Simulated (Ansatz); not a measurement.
## Hypothetical R3c SnTeO3, pressure series

The parent structure is SnTeO3 (space group R3c, No. 161; a = 6.354 Å, c = 13.401 Å (hexagonal axes); a hypothetical phase, not in the database extracts checked).

Cell and atoms are relaxed at each pressure.

Computed with PBEsol (Ansatz, a first-principles code; PAW; 420 eV plane waves; no spin-orbit coupling).

Notes on the quantities. enthalpy: H = E + PV relative to the base's energy.

```
change            band gap       enthalpy     density  width of the top valence band
----------------  --------  -------------  ----------  -----------------------------
base               2.18 eV              –  6.26 g/cm³                        0.53 eV
pressure −2 GPa    2.33 eV  -0.20 eV/atom  5.78 g/cm³                        0.43 eV
pressure −1 GPa    2.24 eV  -0.10 eV/atom  6.06 g/cm³                        0.50 eV
pressure 0.3 GPa   2.17 eV  +0.03 eV/atom  6.31 g/cm³                        0.54 eV
pressure 0.7 GPa   2.15 eV  +0.07 eV/atom  6.37 g/cm³                        0.55 eV
pressure 1.5 GPa   2.12 eV  +0.14 eV/atom  6.48 g/cm³                        0.57 eV
pressure 3 GPa     2.06 eV  +0.28 eV/atom  6.66 g/cm³                        0.59 eV
pressure 5 GPa     2.00 eV  +0.46 eV/atom  6.86 g/cm³                        0.61 eV
pressure 7.5 GPa   1.93 eV  +0.68 eV/atom  7.08 g/cm³                        0.62 eV
pressure 10 GPa    1.84 eV  +0.89 eV/atom  7.26 g/cm³                        0.64 eV
```

With Te present, leaving out spin-orbit coupling can change the band edges. Load acts through the strain it causes; cell and atoms are relaxed under it. Whether these cells are dynamically stable was not tested. Competing high-pressure phases were not computed.
